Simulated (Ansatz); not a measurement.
Ansatz (a quantum-chemistry and plane-wave program) run on Ti2H4Pd (P1, 7 atoms in the cell): self-consistent single point.

Method of the run: LDA (PW92), PAW files made with PBE (plane waves; Ansatz).

The change in words: atoms moved at random. Reference geometry:
```yaml
crystal:
  lattice:
    - [-1.46944, 1.46944, 6.60902]
    - [1.46944, -1.46944, 6.60902]
    - [1.46944, 1.46944, -6.60902]
  atoms:
    - { symbol: Ti, position: [0.34560, 0.34560, 0.00000] }
    - { symbol: Ti, position: [0.65440, 0.65440, 0.00000] }
    - { symbol: H, position: [0.86772, 0.86772, 0.00000] }
    - { symbol: H, position: [0.13228, 0.13228, 0.00000] }
    - { symbol: H, position: [0.75000, 0.25000, 0.50000] }
    - { symbol: H, position: [0.25000, 0.75000, 0.50000] }
    - { symbol: Pd, position: [0.00000, 0.00000, 0.00000] }
```

Reference input (self-consistent single point, DFT, LDA (PW92), plane waves, PAW files made with PBE): basis.ecutwfc = 420 eV; kpoints.mp_grid.grid = 10 10 10; hamiltonian.xc = lda; hamiltonian.pseudopotentials = {kind: paw} (the program's default PAW files); scf.occupations.method = gaussian; scf.occupations.width = 0.05 eV. This run's input differs from it in these lines:

Ansatz 0.2 input:
```diff
@@ -7,9 +7,9 @@
   atoms:
-    - { symbol: Ti, position: [0.345600, 0.345600, 0.000000] }
-    - { symbol: Ti, position: [0.654400, 0.654400, 0.000000] }
-    - { symbol: H, position: [0.867720, 0.867720, 0.000000] }
-    - { symbol: H, position: [0.132280, 0.132280, 0.000000] }
-    - { symbol: H, position: [0.750000, 0.250000, 0.500000] }
-    - { symbol: H, position: [0.250000, 0.750000, 0.500000] }
-    - { symbol: Pd, position: [0.000000, 0.000000, 0.000000] }
+    - { symbol: Ti, position: [0.348734, 0.354222, 0.012753] }
+    - { symbol: Ti, position: [0.658699, 0.644856, -0.010436] }
+    - { symbol: H, position: [0.873467, 0.847911, -0.013940] }
+    - { symbol: H, position: [0.134815, 0.098204, -0.025094] }
+    - { symbol: H, position: [0.753053, 0.288080, 0.539264] }
+    - { symbol: H, position: [0.218915, 0.779851, 0.496787] }
+    - { symbol: Pd, position: [0.012317, -0.013124, 0.000666] }
 basis:
```

The program printed (abridged):

```
SCF iter   1: F=—  HF=-11852.913084 eV  |F-HF|=—  |Δ(HF+E_count)|=         —  Δρ=6.59e-1  dr2=7.60e2  ethr=3.10e-3  ⟨swp⟩=5.9  Hψ=62213  notcnv=0
all-band conjugate gradients solve this SCF's bands
preconditioner: auto → Kerker (q_TF=auto, 2.632 Å⁻¹)
SCF iter   2: F=—  HF=-11812.300673 eV  |F-HF|=—  |Δ(HF+E_count)|=    4.06e1  Δρ=1.27e-1  dr2=7.46e0  ethr=3.10e-3  ⟨swp⟩=4.0  Hψ=45786  notcnv=0  defer=601
   [... lines left out ...]
SCF iter   7: F=—  HF=-11810.921073 eV  |F-HF|=—  |Δ(HF+E_count)|=   3.89e-3  Δρ=6.60e-4  dr2=5.63e-4  ethr=7.42e-5  ⟨swp⟩=1.9  Hψ=16929  notcnv=0  defer=603
SCF iter   8: F=—  HF=-11810.921031 eV  |F-HF|=—  |Δ(HF+E_count)|=   4.17e-5  Δρ=1.34e-4  dr2=3.13e-5  ethr=1.22e-6  ⟨swp⟩=2.0  Hψ=18590  notcnv=0  defer=603
SCF iter   9: F=—  HF=-11810.921028 eV  |F-HF|=—  |Δ(HF+E_count)|=   3.21e-6  Δρ=2.36e-5  dr2=3.81e-7  ethr=6.81e-8  ⟨swp⟩=2.0  Hψ=17704  notcnv=0  defer=603
SCF iter  10: F=-11810.921028 eV  HF=-11810.921028 eV  |F-HF|=8.81e-9  |Δ(HF+E_count)|=   7.02e-8  Δρ=5.34e-6  dr2=1.57e-8  ethr=2.17e-10  ⟨swp⟩=10.2  Hψ=69088  notcnv=0
SCF 1 converged in 10 iterations: F = -11810.921028 eV  dr2 = 1.57e-8
Free energy (F): -11810.921028 eV
Internal energy: -11810.917667 eV  (E = F + TS)
E sigma→0 (E₀):  -11810.919347 eV
Entropy (-TS):   -0.003361 eV (-0.480 meV/atom)
Fermi energy:    14.304674 eV
--- Forces (eV/Å), atoms counted from 1 ---
  atom   1  Ti     0.13027336    -0.10928807     0.28447924
  atom   2  Ti     0.52862742    -0.27173441    -0.61374320
  atom   3  H      0.21401513    -0.05064319     0.18678556
  atom   4  H      0.16562009    -0.03414975     0.03522916
  atom   5  H     -0.70111278    -0.01807953     0.13822424
  atom   6  H     -0.41500484     0.56194774     0.02593864
  atom   7  Pd     0.07759156    -0.07805694    -0.05692275
--- Stress (GPa, compression-positive) ---
       -8.781905       0.113996      -0.269295
        0.113997      -9.120707       0.565523
       -0.269294       0.565523      -7.907162
  P = ⅓ Tr σ = -8.6033 GPa (-86.033 kbar)
  The stress holds the Pulay correction. Without it, at fixed plane waves, as pw.x and ABINIT print it: P = -8.7286 GPa
```

The run converged in 10 iterations. Against the reference run the free energy rises by 16.6 meV/atom, the pressure goes from -9.72 to -8.60 GPa and the largest force goes from 0.192 to 0.854 eV/Å.

The starting cell comes from a database of computed structures (which also holds hypothetical and non-ambient phases and stackings), without a prior relaxation at this level. For this run, on top of that: atoms moved at random. Spin polarisation is off. With a pressure of about -9 GPa the cell is away from its equilibrium volume at this level. Ansatz's pressure includes its estimate of the finite-basis (Pulay) stress.

Cost on one core of a shared machine: roughly 2 min.
